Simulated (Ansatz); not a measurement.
Response to strain in KCl

Take KCl in the rock salt structure (space group Fm-3m, No. 225; a = 6.2427 Å) as the base. Axes: x, y, z lie along the cube axes.

Strains are applied to the cell and any free atomic positions relax; under biaxial strain the out-of-plane vector relaxes too.

Method: PBEsol in Ansatz (plane waves to 420 eV, PAW, no spin-orbit coupling).

Candidates:
(a) biaxial strain +2.00 %, plane normal [001], relaxed out of plane
(b) biaxial strain +1.00 %, plane normal [001], relaxed out of plane
(c) biaxial strain +2.50 %, plane normal [001], relaxed out of plane
(d) biaxial strain −2.00 %, plane normal [001], relaxed out of plane
(e) biaxial strain −0.50 %, plane normal [001], relaxed out of plane

Base values:

```
Quantity    Value
--------  -------
Band gap  5.10 eV
```

Task: Order them by band gap, lowest first.

Result: (c) biaxial strain +2.50 %, plane normal [001], relaxed out of plane (4.95 eV), (a) biaxial strain +2.00 %, plane normal [001], relaxed out of plane (4.98 eV), (b) biaxial strain +1.00 %, plane normal [001], relaxed out of plane (5.04 eV), (e) biaxial strain −0.50 %, plane normal [001], relaxed out of plane (5.13 eV), (d) biaxial strain −2.00 %, plane normal [001], relaxed out of plane (5.21 eV)

Stability against distortions was not tested.

Ansatz is a program for electronic structure.
